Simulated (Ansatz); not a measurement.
BeS (model structure, within 0.1 Å of P4/nmm, No. 129, 8 atoms in the cell), treated with PBEsol (PAW; Ansatz, a quantum-chemistry and plane-wave program).

Settings: plane-wave cutoff 520 eV, 6×18×16 k mesh (along the axes of the cell as run), Fermi–Dirac smearing 0.05 eV, scalar-relativistic PAW data made under PBE.

Cell (relaxed at this level):

```
BeS
1.0
   11.24879     0.00000     0.00000
    0.00000     3.45227     0.00000
    0.00000     0.00000     3.45244
Be S
4 4
Direct
  0.25000   0.25000   0.25056
  0.25000   0.75000   0.75056
  0.75000   0.75000   0.74944
  0.75000   0.25000   0.24944
  0.85841   0.25000   0.74943
  0.64159   0.75000   0.24943
  0.14159   0.75000   0.25057
  0.35841   0.25000   0.75057
```

### Question
What does this level give for the band gap?

### Answer

* **band gap**: 3.39 eV (direct)

Note: the cell has widely spaced layers and the level no dispersion term, so their spacing and the moduli can rest on weak binding.

A model structure was made by putting elements into a prototype or built by hand; it is no filed structure, need not be a known phase, and can be a saddle point held by its symmetry.
